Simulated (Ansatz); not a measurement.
## Effect of O → F on HfO2

The reference is HfO$_{2}$ in the fluorite structure (space group Fm-3m, No. 225; a = 5.098 Å).

Perturbation: every O is replaced by F; the structure is relaxed again.

The values are results of PBE (Ansatz, a first-principles code; PAW; 420 eV plane waves; without spin-orbit coupling), earlier PAW set, not measurements. k-mesh 15×15×15 (Γ-centred); smearing 0.05 eV (Fermi–Dirac), for the changed cell.

```json
[
 {"quantity": "volume per atom", "base": "11.04 Å³", "changed": "13.10 Å³", "shift": "+2.06 Å³"},
 {"quantity": "density", "base": "10.55 g/cm³", "changed": "9.15 g/cm³", "shift": "-1.40 g/cm³"},
 {"quantity": "space group", "base": "Fm-3m (No. 225)", "changed": "Fm-3m (No. 225)", "shift": "–"},
 {"quantity": "shortest interatomic distance", "base": "2.208 Å", "changed": "2.337 Å", "shift": "+0.129 Å"},
 {"quantity": "band gap", "base": "3.75 eV", "changed": "zero", "shift": "–"}
]
```

Cost of the whole job for the changed cell (relaxation, final SCF and bands): roughly 60 core-seconds.

With Hf present, leaving out spin-orbit coupling can change the band edges. Whether these cells are dynamically stable was not tested. As relaxed here, HfF2 is a hypothetical phase, not in the database extracts checked. All final runs are without spin polarisation. HfF2 has a high density of states at the Fermi level and may be magnetic at this level. This is not the structure that HfO2 has at room temperature and ambient pressure.
